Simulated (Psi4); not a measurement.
Psi4 1.11, HF/def2-svp, scf_type pk: C[Si@H]1C[Si@@H](Cl)C[SiH2]1, 18 atoms. The geometry is a generated start, not checked to be a minimum at this level.

| Property | Value |
|---|---|
| task | energy |
| method | scf |
| basis | def2-svp |
| memory | 7 GB |
| e_convergence | 1e-08 |
| d_convergence | 1e-07 |
| guess | auto, which took SAD (default) |
| diis_max_vecs | 10 (default) |
| scf_initial_accelerator | adiis (default) |
| basis functions | 169 |

```xyz
18

C      2.5708    -0.4542    -0.3559
Si     1.0783     0.0860     0.5801
C      0.1964     1.5262    -0.2213
Si    -1.6022     1.1162     0.0745
Cl    -2.7565     2.3258    -1.1109
C     -1.9648    -0.6643    -0.3492
Si    -0.5714    -1.5678     0.4954
H      2.3289    -0.6955    -1.3958
H      3.0253    -1.3423     0.0942
H      3.3314     0.3328    -0.3698
H      1.4048     0.4037     1.9945
H      0.4823     2.4817     0.2271
H      0.4138     1.5661    -1.2932
H     -1.9796     1.4060     1.4809
H     -1.9271    -0.8211    -1.4317
H     -2.9449    -0.9864     0.0133
H     -0.1282    -2.7391    -0.3031
H     -0.9571    -1.9739     1.8710
```
Charge 0, spin multiplicity 1.

The reference run uses exact four-centre integrals (scf_type = pk). Each setting ran once; only counts and results are compared.

Measured:

| setting | energy against the reference |
|---|---|
| scf_type = cd, cholesky_tolerance = 1e-06 | +0.024 meV/atom |
| scf_type = cd, cholesky_tolerance = 1e-05 | +0.016 meV/atom |
| scf_type = cd, cholesky_tolerance = 0.0001 (default) | −0.24 meV/atom |
| scf_type = cd, cholesky_tolerance = 0.01 | +200 meV/atom |

**Question.** Estimate the difference from the reference for scf_type = cd, cholesky_tolerance = 0.001.

**Answer.** energy against the reference: +11 meV/atom. Total energies are compared; such shifts often cancel in part in energy differences.
